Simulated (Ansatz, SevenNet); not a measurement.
Elastic constant C13 (GPa) of solids drawn from the class of silicides and borides, at two levels: the machine-learned potential SevenNet-l3i5 (trained on PBE and PBE+U data), and PBE in Ansatz (plane waves, PAW).

| solid | SevenNet-l3i5 | PBE | shift (%) |
|---|---|---|---|
| AlB2-type HfB₂ | 130 | 121 | -6.9 |
| AlB2-type TiB₂ | 138 | 102 | -26 |
| AlB2-type ZrB₂ | 141 | 120 | -14.9 |
| C11b WSi₂ | 100 | 91.8 | -8.2 |
| AlB2-type MgB₂ | 48.4 | 33.3 | -31 |
| C11b MoSi₂ | 107 | 87.7 | -18.0 |

The shifts run from -31 % to -6.9 %, with a median of -16.5 %.

Over all 6 rows PBE is the larger in 0.

Ansatz's runs of these crystals have no spin polarisation.

Spin–orbit coupling is left out, also for the solids with elements from indium on (AlB2-type HfB2, C11b WSi2); its size isn't shown.

Each level is taken at its own relaxed cell. Ansatz's density-functional and Hartree–Fock values are scalar-relativistic unless marked +SOC, with PAW data made under PBE.

Ansatz is a quantum-chemistry and plane-wave program.
